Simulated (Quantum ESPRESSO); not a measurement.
**Several settings converged on Mg2Pd (I4mm, 3 atoms in the cell)**

```
Mg2Pd
1.0
   -1.62813     1.62813     5.06532
    1.62813    -1.62813     5.06532
    1.62813     1.62813    -5.06532
Mg Pd
2 1
Direct
  0.65216   0.65216   0.00000
  0.35278   0.35278   0.00000
  0.00000   0.00000   0.00000
```

Base method: PBEsol, SSSP 1.1.2 efficiency (PBE) pseudopotentials (plane waves; Quantum ESPRESSO).

Base settings: ecutwfc = 60 Ry; ecutrho = 480 Ry; occupations = smearing; smearing = fermi-dirac; degauss = 0.0073499 Ry; input_dft = pbesol; potentials = {Mg: Mg.pbe-n-kjpaw_psl.0.3.0.UPF, Pd: Pd_ONCV_PBE-1.0.oncvpsp.upf}; K_POINTS = automatic 5 5 5 0 0 0; conv_thr = 1e-10 Ry; mixing_beta = 0.7.

The count of work is k-points × plane waves × bands × iterations; it is no time. Core times come from one kind of shared machine, to one figure; runs under 30 s give none.

**The plane-wave cutoff**

Moved along: ecutrho.

The second cell is the first with its lattice scaled by 0.98.

The mesh stays at the base's, so the ladder's end is converged at best in this setting alone.

Only quantities that move along the ladder and can be compared are tabulated.

```tsv
ecutwfc	free energy less the last step's (meV/atom)	energy of the compressed cell less the first (meV/atom)	pressure (GPa)	largest difference of a force vector from the last step's (eV/Å)	count of work / last
21 Ry	8987.02	-19.60	-259.11	0.232	0.051
27 Ry	2112.25	-12.26	-91.00	0.087	0.075
33 Ry	380.81	4.38	-25.92	0.013	0.11
42 Ry	12.39	3.10	-3.05	0.001	0.16
60 Ry	2.75	3.03	-1.86	0.000	0.27
144 Ry	0.00	3.03	-1.82	0.000	1.0
```

Coarsest ecutwfc that holds the free energy within 5 meV/atom: not settled: the last two steps still differ by 2.8 meV/atom, over half the tolerance, so the ladder does not show it.

Coarsest ecutwfc that holds the pressure within 0.5 GPa of the last step, with all finer ones: 60 Ry, at 0.27 of the last step's count of work; the step before is off by 1.2 GPa.

Coarsest ecutwfc that holds the energy of the compressed cell less the first within 0.5 meV/atom of the last step, with all finer ones: 42 Ry, at 0.16 of the last step's count of work; the step before is off by 1.4 meV/atom.

At the lowest cutoff the pressure lies 257 GPa under the last step's, the usual sign of Pulay stress in an incomplete plane-wave basis.

**The cutoff for other potential files**

Level: DFT, PBEsol, plane waves, PseudoDojo standard norm-conserving (PBESOL) pseudopotentials.

In this ladder: ecutrho = default; input_dft = default; pseudopotentials = {Mg: Mg.upf, Pd: Pd.upf}.

The mesh stays at the base's, so the ladder's end is converged at best in this setting alone.

Only quantities that move along the ladder and can be compared are tabulated.

| ecutwfc | free energy less the last step's (meV/atom) | pressure (GPa) | largest difference of a force vector from the last step's (eV/Å) | count of work / last | core time / last (rough) |
|---|---|---|---|---|---|
| 38 Ry | 16357.08 | -482.91 | 0.330 | 0.12 | 0.2 |
| 47 Ry | 4536.65 | -200.20 | 0.028 | 0.16 | 0.1 |
| 59 Ry | 529.11 | -40.03 | 0.011 | 0.22 | 0.2 |
| 85 Ry | 1.42 | -1.76 | 0.002 | 0.35 | 0.5 |
| 128 Ry | 0.41 | -1.75 | 0.001 | 0.65 | 0.8 |
| 170 Ry | 0.00 | -1.75 | 0.000 | 1.0 | 1 |

Coarsest ecutwfc that holds the forces within 0.01 eV/Å of the last step, with all finer ones: 85 Ry, at 0.35 of the last step's count of work; the step before is off by 0.011 eV/Å.

Coarsest ecutwfc that holds the pressure within 0.5 GPa of the last step, with all finer ones: 85 Ry, at 0.35 of the last step's count of work; the step before is off by 38 GPa.

Coarsest ecutwfc that holds the free energy within 5 meV/atom of the last step, with all finer ones: 85 Ry, at 0.35 of the last step's count of work; the step before is off by 530 meV/atom.

At the lowest cutoff the pressure lies 481 GPa under the last step's, the usual sign of Pulay stress in an incomplete plane-wave basis.

**The cutoff for other potential files**

Level: DFT, PBEsol, plane waves, PSlibrary ultrasoft (PBE) pseudopotentials.

In this ladder: pseudopotentials = {Mg: Mg.pbe-spn-rrkjus_psl.1.0.0.UPF, Pd: Pd.pbe-n-rrkjus_psl.1.0.0.UPF}. Moved along: ecutrho.

The second cell is the first with its lattice scaled by 0.98.

The mesh stays at the base's, so the ladder's end is converged at best in this setting alone.

Only quantities that move along the ladder and can be compared are tabulated.

```tsv
ecutwfc	free energy less the last step's (meV/atom)	energy of the compressed cell less the first (meV/atom)	pressure (GPa)	largest difference of a force vector from the last step's (eV/Å)	count of work / last	core time / last (rough)
50 Ry	407.96	23.14	-13.04	0.020	0.23	0.2
77 Ry	14.78	5.14	-1.75	0.001	0.40	0.3
110 Ry	2.71	4.51	-1.76	0.000	0.76	0.8
132 Ry	0.00	4.49	-1.67	0.000	1.0	1
```

Coarsest ecutwfc that holds the forces within 0.005 eV/Å of the last step, with all finer ones: 77 Ry, at 0.40 of the last step's count of work and about 0.3 of the last step's time; the step before is off by 0.020 eV/Å.

Coarsest ecutwfc that holds the free energy within 5 meV/atom: not settled: the last two steps still differ by 2.7 meV/atom, over half the tolerance, so the ladder does not show it.

Coarsest ecutwfc that holds the pressure within 0.5 GPa of the last step, with all finer ones: 77 Ry, at 0.40 of the last step's count of work and about 0.3 of the last step's time; the step before is off by 11 GPa.

At the lowest cutoff the pressure lies 11.4 GPa under the last step's, the usual sign of Pulay stress in an incomplete plane-wave basis.

On the base run: the starting cell comes from a database of computed structures (which also holds hypothetical and non-ambient phases and stackings), without a prior relaxation at this level. Its lattice was rescaled by up to half a per cent. One atom was moved a little off its site on purpose. Spin polarisation is off. Without a gap this mesh is coarse (it stands for a supercell whose shortest vector is 16 Å).
